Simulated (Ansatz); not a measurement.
Results of r²SCAN0 (PAW; Ansatz, an electronic-structure program) for CsCl-type NiAl.

Run with plane-wave cutoff 520 eV, 10×10×10 k mesh, Fermi–Dirac smearing 0.05 eV, no spin polarisation, scalar-relativistic PAW data made under PBE.

Energies at three volumes about the minimum:

```json
[
 {"V (Å³/atom)": "11.195", "E − E_lowest (meV/atom)": "4.98"},
 {"V (Å³/atom)": "11.482", "E − E_lowest (meV/atom)": "0.00"},
 {"V (Å³/atom)": "11.775", "E − E_lowest (meV/atom)": "3.58"}
]
```

Task: Fit a parabola by hand: where is the minimum, what lattice constant follows, and what is the bulk modulus?

Result: Slopes: (0.00 − 4.98)/(11.482 − 11.195) = -17.352 and (3.58 − 0.00)/(11.775 − 11.482) = 12.218 meV/Å³. Curvature E″ = 2 × (12.218 − (-17.352))/(11.775 − 11.195) = 101.966 meV/Å⁶. From the middle of the first interval, the slope vanishes at V0 = 11.3385 − (-17.352)/101.966 = 11.509 Å³/atom. B = V0 E″ = 11.509 × 101.966 meV/Å³ × 0.1602 GPa per meV/Å³ = 188 GPa. With 2 atoms in the cube, a = (2 × 11.509)^(1/3) = 2.845 Å. The full Birch–Murnaghan fit to all volumes gives V0 = 11.502 Å³/atom and B0 = 185 GPa.

Measured, for comparison: bulk modulus 156 GPa (room temperature, no zero-point or thermal correction; as tabulated in Yamada et al. (2019), arXiv:1910.09660); lattice constant a 2.882 Å (extrapolated to 0 K, zero-point anharmonic expansion removed (Haas, Tran, Blaha 2009); as tabulated in Levämäki et al. (2014), arXiv:1402.3671). Computed (rounded) less measured: bulk modulus +19 %.

Note: the run has no spin polarisation, so it can have missed a magnetic state.
